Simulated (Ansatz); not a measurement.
The cell is made up: elements placed on another compound's structure type, so the phase may be hypothetical.

The decay constant κ of evanescent states in the gap governs leakage through a thin film.

Consider the following.

```xyz
8
Lattice="3.1804 0.0000 0.0000 0.0000 7.7999 0.0000 0.0000 3.9000 3.9000" Properties=species:S:1:pos:R:3 pbc="T T T"
B      0.0000     5.2921     0.0000
B      0.0000     2.5079     0.0000
B      1.5902     3.9000     2.5079
B      1.5902     7.7999     1.3921
P      0.0000     7.7999     2.4898
P      0.0000     3.9000     1.4102
P      1.5902    10.2897     3.9000
P      1.5902     1.4102     0.0000
```

Space group of this cell: P4_2/mnm. The cell was relaxed by PBE-D3(BJ); by r2SCAN its mean pressure is 2.9 GPa.

Transport runs along the normal of the first two printed cell vectors.

The gap is the functional's own. No spin-orbit coupling. Mid-gap values are interpolated on the energy grid.

**Question.** Estimate the band gap and the smallest decay constant κ at mid-gap that r2SCAN run with Ansatz (a program for electronic structure) returns for this system.

**Answer.** Gap 0.48 eV on a 10×8×8 mesh; κ = 0.106 1/Å, at the zone centre.
